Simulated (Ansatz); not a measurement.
CdS: response to strain

The parent structure is CdS in the wurtzite structure (space group P6_3mc, No. 186; a = 4.1244 Å, c = 6.7082 Å).

Strains are applied to the cell and any free atomic positions relax.

All numbers come from PBEsol in Ansatz (plane waves to 420 eV, PAW, scalar-relativistic without spin-orbit coupling).

Notes on the quantities. energy relative to the base: free energy F.

| isotropic strain (%) | energy relative to the base (meV/atom) |
|---|---|
| -3 | 42.7 |
| -2.4 | 26.7 |
| -1.8 | 14.7 |
| -1.2 | ? |
| -0.6 | 1.6 |
| 0 | 0.0 |

Problem. Fit ΔE = Aε² + Bε³ (ε in %) to the rows shown and predict the withheld row.

Solution. Least squares on the printed values gives A = 4.22 and B = -0.17 meV/atom (largest residual 0.0 meV/atom); this predicts 6.4 meV/atom, and the run gives 6.4 meV/atom, in agreement.

Stability against distortions was not tested.

Ansatz is an electronic-structure program.
